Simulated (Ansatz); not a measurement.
Here is the system:

```
CELL_PARAMETERS angstrom
      3.11481     0.00000     0.00000
     -1.55740     2.69750     0.00000
      0.00000     0.00000    11.77307
ATOMIC_POSITIONS crystal
  W  0.33333 0.66667 0.25000
  W  0.66667 0.33333 0.75000
  S  0.33333 0.66667 0.61646
  S  0.66667 0.33333 0.11646
  S  0.66667 0.33333 0.38354
  S  0.33333 0.66667 0.88354
```

A single point on WS2, its geometry relaxed with PBEsol-D3(BJ).

Calculations: Ansatz (a program for electronic structure) PBEsol, spin-orbit coupling included. Settings: 12×12×3 k-points, 0.05 eV Fermi–Dirac smearing.

**Question.** Predict the hole mass, smallest direct gap, valence-band top at Γ and electron mass.

**Answer.** The hole mass is 0.94 mₑ along c, 0.46 mₑ across (at Γ). The smallest direct gap comes out as 1.71 eV and the valence-band top at Γ (three highest Kramers pairs, from the VBM) is 0.00, -1.29, -1.56 eV. The electron mass comes out as 0.40 mₑ along c, 0.46 mₑ across (off the special points).

Single points use the geometry relaxed with PBEsol-D3(BJ). Masses are band curvatures over ±0.01 Å⁻¹ around the edge. Stability against distortions was not tested. The cell is WS2 in the 2H-MoS2 type structure (space group P6_3/mmc, No. 194; layered, stacked along the Cartesian z axis).
